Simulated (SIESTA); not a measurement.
A user runs SIESTA on Rb2LiRuCl6 (P-3m1, 10 atoms in the cell) and asks whether the run is sound. The aim is a self-consistent single point with DFT, GGA PBEsol, numerical atomic orbitals DZP, PseudoDojo PBEsol standard norm-conserving potentials (rewritten from UPF to PSML).

Cell that was meant: a = 7.1132 Å, b = 7.1132 Å, c = 6.0533 Å, α = 90.00°, β = 90.00°, γ = 120.00°.

Part of the input:

```
# files in the folder: Rb.psml Li.psml Ru.psml Cl.psml (PseudoDojo PBEsol standard)
SystemName  Rb2Li2RuCl6
SystemLabel rb2lirucl6

NumberOfAtoms                11
NumberOfSpecies              4
%block ChemicalSpeciesLabel
  1 37 Rb
[...]
     0.157480000    0.314960000    0.730990000  4
     0.314960000    0.157480000    0.269010000  4
     0.685040000    0.842520000    0.730990000  4
    -0.001049000   -0.007484000   -0.000457000  2
%endblock AtomicCoordinatesAndAtomicSpecies

XC.functional                GGA
[...]
  8 +0.00
  9 +0.00
  10 +0.00
  11 +0.00
%endblock DM.InitSpin

MaxSCFIterations             150
```

The program printed (abridged):

```
reinit: Reading from file input.fdf

reinit: System Name: Rb2Li2RuCl6
reinit: System Label: rb2lirucl6

NOTE on units for spin output:
   [... lines left out ...]
siesta: WARNING: Atoms  1334  1342 too close: rij =    0.050001 Ang
siesta: WARNING: Atoms  1345  1353 too close: rij =    0.050001 Ang
siesta: WARNING: Atoms  1356  1364 too close: rij =    0.050001 Ang
siesta: WARNING: Atoms  1367  1375 too close: rij =    0.050001 Ang
new_DM -- step:     1
Initializing Density Matrix...

Attempting to read DM from file... Failed...
DM filled with atomic data (user-defined):

InitMesh: MESH = 80 x 80 x 80 = 512000
InitMesh: Mesh cutoff (required, used) =   400.000   466.106 Ry

stepf: Fermi-Dirac step function
        iscf     Eharris(eV)        E_KS(eV)     FreeEng(eV)     dDmax    Ef(eV) dHmax(eV)
   scf:    1    -4560.475488    -4957.176608    -4957.374204148.999448 -2.453152 37.237278
     spin moment: {S} , |S| = {        0.0        0.0    1.44280 }     1.44280
   scf:    2    -5004.116724    -4996.602257    -4996.609399 53.857502 -3.609501 25.123904
     spin moment: {S} , |S| = {        0.0        0.0    0.01060 }     0.01060
   scf:    3    -4999.237470    -4997.949295    -4997.954428  9.749613 -3.729845 21.254178
   [... lines left out ...]
     spin moment: {S} , |S| = {        0.0        0.0    0.00000 }     0.00000
   scf:   31    -5001.075365    -5001.075365    -5001.077390  0.000011 -4.048658  0.000006
     spin moment: {S} , |S| = {        0.0        0.0    0.00000 }     0.00000
   scf:   32    -5001.075365    -5001.075365    -5001.077390  0.000018 -4.048658  0.000003
     spin moment: {S} , |S| = {        0.0        0.0    0.00000 }     0.00000
   scf:   33    -5001.075365    -5001.075365    -5001.077390  0.000009 -4.048658  0.000002
     spin moment: {S} , |S| = {        0.0        0.0    0.00000 }     0.00000
SCF Convergence by DM+H criterion
max |DM_out - DM_in|         :     0.0000090644
max |H_out - H_in|      (eV) :     0.0000021305
SCF cycle converged after 33 iterations

Using DM_out to compute the final energy and forces

siesta: E_KS(eV) =            -5001.0754

siesta: E_KS - E_eggbox =     -5001.0754

siesta: Atomic forces (eV/Ang):
     1   -0.354522   -0.224130   -0.086715
     2    0.331224    0.271096    0.090230
     3************47709.306954 2844.357739
     4    0.024093   -0.041491    0.032562
     5    1.956056   -1.340904   -1.683567
     6   -2.202807    1.371948    1.959889
     7   -0.002230    2.741933   -2.331559
     8    0.073260   -2.491306    1.995731
     9   -1.142081   -0.877310   -1.018922
    10    1.198337    0.823246    1.054628
   [... lines left out ...]
siesta: FreeEng =     -5001.077390
siesta: Cell volume =        265.249988 Ang**3
siesta:        5014.72818516       -287.54728373  kBar
   [... lines left out ...]
     5     0.066256    6.933744   -0.000000  Cl
     6     0.068440    6.931560   -0.000000  Cl
     7     0.058200    6.941800   -0.000000  Cl
     8     0.055912    6.944088   -0.000000  Cl
     9     0.129271    6.870729   -0.000000  Cl
    10     0.130197    6.869803   -0.000000  Cl
    11    -0.946696    3.946696   -0.000000  Li
 Total     0.000000                0.000000
```

Q: Is anything amiss in this input, and did it matter?

A: The run is not sound. The fault is one atom entered twice. Two nuclei at or near one point give a huge ion-ion repulsion and overlapping cores, and the electron count is too high as well. To fix it, remove the duplicate atom. The run converged in 33 iterations without an error; against the sound input the pressure goes from -2.27 to 501.5 GPa, the largest force goes from 0.149 to 51740 eV/Å, a clean gap of 1.38 eV is found on the mesh, where there was none and the size of the net moment goes from 0.10 to 0.00 μB/atom. The full log also holds: “siesta: WARNING: Atoms     3    11 too close: rij =    0.050001 Ang” and “siesta: WARNING: Atoms    14    22 too close: rij =    0.050001 Ang”.

An input that runs soundly differs in these lines (not the only fix; some lines may just follow from the change or write a value another way):
```diff
-SystemName  Rb2Li2RuCl6
+SystemName  Rb2LiRuCl6
-NumberOfAtoms                11
+NumberOfAtoms                10
-    -0.001049000   -0.007484000   -0.000457000  2
-  11 +0.00
```

With that input, the run converged in 19 iterations: free energy E − TS -7094.9305 eV; Fermi level (on the code's own zero) -5.22 eV; pressure -2.27 GPa; largest force (vector length) 0.149 eV/Å; size of the cell's spin moment 0.96 μB (DFT, GGA PBEsol, numerical atomic orbitals DZP, PseudoDojo PBEsol standard norm-conserving potentials (rewritten from UPF to PSML)).

On the sound input: the starting cell comes from a database of computed structures (which also holds hypothetical and non-ambient phases and stackings), without a prior relaxation at this level. With one magnetic atom in the cell only a parallel order is possible. Values carry the incompleteness of an atom-centred basis. Without a gap this mesh is coarse (it stands for a supercell whose shortest vector is 18 Å).
